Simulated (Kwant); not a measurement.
Model system: six-terminal Hall bar in a ZnO two-dimensional gas. Effective mass 0.3 mₑ, grid spacing 3.8 nm, hard walls, nominal width 100 nm (27 grid rows, so walls 106.4 nm apart), one parabolic valley, scattering region 260 nm long along x; energies count from the band bottom; Fermi energy 0.0025 eV. Four side probes 50 nm wide, two on each edge; current runs along x; the sign of the Hall resistance is a convention. Perpendicular field swept from 1.069 to 21.807 T, also in the leads; orbital effect alone.

Constants are typed, rounded textbook-type inputs, not results; the design itself was drawn at random and stands for no fabricated device.

Computed with Kwant: effective-mass tight-binding model on a square grid, one spin, coherent transport at 0 K. Resistances are in h/e².

Question: How many Landau levels lie under the Fermi energy, and what Hall resistance follows, at 2.50 meV and 2.12 T; 2.50 meV and 5.64 T; 2.50 meV and 7.40 T; 2.50 meV and 9.15 T?

Answer: ħωc = ħeB/m = 0.386 meV a tesla; levels lie at (n + ½)ħωc. E/ħωc = 3.05 gives 3 levels and h/(3e²) = 0.333; simulated 0.333. E/ħωc = 1.15 gives 1 level and h/(1e²) = 1.000; simulated 1.000. E/ħωc = 0.88 gives 1 level and h/(1e²) = 1.000; simulated 1.000. E/ħωc = 0.71 gives 1 level and h/(1e²) = 1.000; simulated 1.000.
